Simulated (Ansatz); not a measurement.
Take CeO2 in the fluorite structure (space group Fm-3m, No. 225; a = 5.4379 Å) as the base. Axes: x, y, z lie along the cube axes.

All numbers come from r2SCAN in Ansatz (plane waves to 500 eV, PAW, no spin-orbit coupling), earlier PAW set.

For the base:

| Quantity | Value |
|---|---|
| Band gap | 2.16 eV |

Now apply this change: a free-standing slab of 4 layers (12 atoms, 3 a layer) is cut normal to [111], with 15 Å of vacuum and the in-plane cell held at bulk.

Problem. What does the calculation give for the gap character after the change?

Solution. The gap character is indirect, k = (0, 0.300, 0) in the run's primitive reciprocal basis → Γ.

Problem. Predict the new change of the spacing d23 from its bulk value of 0.785 Å.

Solution. The change of the spacing d23 from its bulk value of 0.785 Å is +0.7 %.

Problem. What happens to the band gap?

Solution. The band gap shrinks by 0.04 eV (2.16 eV → 2.12 eV).

Stability against distortions was not tested. Starting moments died away, wholly or in part, for the base; another magnetic solution may exist. All final runs are without spin polarisation. k-point labels follow each cell's own Brillouin zone.

Ansatz is a quantum-chemistry and plane-wave program.
